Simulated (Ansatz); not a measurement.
Base system: HgSe in the zinc blende structure (space group F-43m, No. 216; a = 6.063 Å).

Method: Ansatz (a first-principles code), LDA, PAW, cutoff 420 eV, without spin-orbit coupling.

For the base:

| Item | Value |
|---|---|
| Pressure | 0.0 GPa |

One thing is altered: the cell is scaled by 0.9900 in all directions; the atoms relax in the strained cell.

Q: Estimate the effect on the energy relative to the base and pressure.

A: The energy goes up by 4.8 meV/atom; the pressure goes from zero to 1.9 GPa.

The mesh was chosen for an insulator and is coarse for the gapless case. No phonon test of stability was made. The final runs are not spin-polarised.
